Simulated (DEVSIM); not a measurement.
System: Si p+/n-/n+ power diode, at 250 K.

Layer 1 from the left is Si, thickness (μm) 2.10, Na (cm⁻³) 1.8e17, τn (s) 1.3e-5, τp (s) 1.3e-5. Layer 2 from the left is Si, thickness (μm) 14.0, Nd (cm⁻³) 1.6e15, τn (s) 1.3e-5, τp (s) 1.3e-5. Layer 3 from the left is Si, thickness (μm) 1.20, Nd (cm⁻³) 1.4e18, τn (s) 1.3e-5, τp (s) 1.3e-5.

Left contact: ohmic. Right contact: ohmic. Voltage is applied to the left contact. Recombination: SRH at mid-gap. Mobility is μmin + (μ − μmin)/(1 + (N/Nref)^α).

Constants are typed, rounded textbook-type inputs, not results; the design itself was drawn at random and stands for no fabricated device. Values at 300 K; Nc and Nv go as T^1.5, mobilities as T to minus their exponent, the gap by Varshni's rule with the affinity fixed.

Si: gap (eV) 1.124, affinity (eV) 4.05, permittivity 11.7, Nc (cm⁻³) 2.86e19, Nv (cm⁻³) 3.1e19, μn (cm²/Vs) 1417, μp (cm²/Vs) 470, μn,min 52, μp,min 45, Nref,n 9.7e16, Nref,p 2.2e17, αn 0.68, αp 0.72, T exponent of μn 2.3, T exponent of μp 2.2, Varshni α (eV/K) 0.000473, Varshni β (K) 636.

Simulated with DEVSIM: 1D drift-diffusion, Boltzmann statistics, complete ionisation; no tunnelling, impact ionisation, image-force lowering or self-heating.

What does the simulation give for the potential step across the device at zero bias, the dark forward voltage at 1 A/cm², the dark forward voltage at 100 A/cm²?

potential step across the device at zero bias 0.972 V; dark forward voltage at 1 A/cm² 0.758 V; dark forward voltage at 100 A/cm² 0.868 V.
